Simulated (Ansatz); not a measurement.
The starting structures come from a database of crystals and need not be the phases stable at ambient conditions.

 Where the default PAW files enter, the runs use the earlier of Ansatz's two default sets.

Inside the gap of an insulator the Bloch states are evanescent, with a wavenumber k + iκ along the transport direction.

Input:

```yaml
crystal:
  lattice:
    - [4.11037, 0.00000, 0.00000]
    - [-2.05519, 6.71950, 0.00000]
    - [0.00000, 0.00000, 5.62757]
  atoms:
    - { symbol: Ba, position: [0.63491, 0.26983, 0.75000] }
    - { symbol: Ba, position: [0.36509, 0.73017, 0.25000] }
    - { symbol: Mg, position: [0.90145, 0.80289, 0.75000] }
    - { symbol: Mg, position: [0.09855, 0.19711, 0.25000] }
    - { symbol: H, position: [0.80824, 0.61648, 0.99560] }
    - { symbol: H, position: [0.19176, 0.38352, 0.00440] }
    - { symbol: H, position: [0.19176, 0.38352, 0.49560] }
    - { symbol: H, position: [0.80824, 0.61648, 0.50440] }
    - { symbol: H, position: [0.41573, 0.83145, 0.75000] }
    - { symbol: H, position: [0.58427, 0.16855, 0.25000] }
    - { symbol: H, position: [0.00000, 0.00000, 0.00000] }
    - { symbol: H, position: [0.00000, 0.00000, 0.50000] }
```

Space group of this cell: Cmcm. The cell was relaxed by PBE-D3(BJ); by r2SCAN its mean pressure is 1.5 GPa.

Transport runs along the normal of the first two printed cell vectors.

The gap is the functional's own, uncorrected, and κ follows it; spin-orbit coupling is left out. Mid-gap values are interpolated between the computed energies.

Question: State the band gap and the smallest decay constant κ at mid-gap according to r2SCAN in Ansatz (a first-principles code).

Answer: Gap 2.73 eV on a 8×8×6 mesh; κ = 0.297 1/Å, at (0.000, 0.500) of the in-plane reciprocal vectors. At the zone centre, at the nearest computed energy, the slowest state has κ = 0.36 1/Å.
